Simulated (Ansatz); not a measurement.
Density of states of TiO₂ (P4_2/mnm) above the conduction band minimum, Ansatz (a program for electronic structure) with PBEsol, rigid bands; cell volume 62.0 Å³.

(energy from edge (eV), 10⁻³ states/eV/cell): (0.006, 30.8); (0.031, 104); (0.056, 862); (0.081, 1580); (0.106, 1850); (0.131, 2150); (0.156, 2550); (0.181, 3190); (0.206, 3820); (0.231, 3880); (0.256, 3960); (0.281, 4050); (0.319, 4200); (0.344, 4290); (0.369, 4360); (0.394, 4080); (0.419, 4030); (0.444, 4050); (0.469, 4070); (0.494, 4120); (0.519, 4190); (0.544, 4320); (0.569, 4490); (0.594, 4670)

Problem. What effective density of states at 300 K does this give (∫ g(E) exp(−E/k_BT) dE, both spins, divided by the cell's size)?

Solution. 1.1e20 cm⁻³, a density-of-states mass of 2.7 mₑ, valleys and band degeneracy included.

Spin-orbit coupling is left out. Geometry: cell and atoms relaxed with PBEsol.
